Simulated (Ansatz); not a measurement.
The reference is TiAl (space group P4/mmm, No. 123).

```xyz
2
Lattice="2.8129 0.0000 0.0000 0.0000 2.8129 0.0000 0.0000 0.0000 4.0584" Properties=species:S:1:pos:R:3 pbc="T T T"
Al     1.4065     1.4065     2.0292
Ti     0.0000     0.0000     0.0000
```

Cartesian axes are those of the cell as printed.

The values are results of r2SCAN/PAW in Ansatz (a program for electronic structure), without spin-orbit coupling, not measurements.

Strains are applied to the cell and any free atomic positions relax; under biaxial strain the out-of-plane vector relaxes too.

One change was made to it. Results:

| quantity | base | after |
|---|---|---|
| pressure (mean of the normal stresses, compression positive) | 0.0 GPa | 0.4 GPa |
| shortest interatomic distance | 2.813 Å | 2.791 Å |

Question: Name the change that was made.
A) isotropic strain −0.36 %
B) biaxial strain +3.36 %, plane normal [001], relaxed out of plane
C) tensor shear ε_yz = +2.52 %

Answer: C, tensor shear ε_yz = +2.52 %. For comparison, the pressure in the other runs: isotropic strain −0.36 % gives 1.3 GPa; biaxial strain +3.36 %, plane normal [001], relaxed out of plane gives -3.5 GPa.

Without a gap, meshes like the base's 16×16×12 leave anisotropic stresses uncertain by several tenths of a GPa, and small strain energies with them. No phonon test of stability was made. All final runs are without spin polarisation.
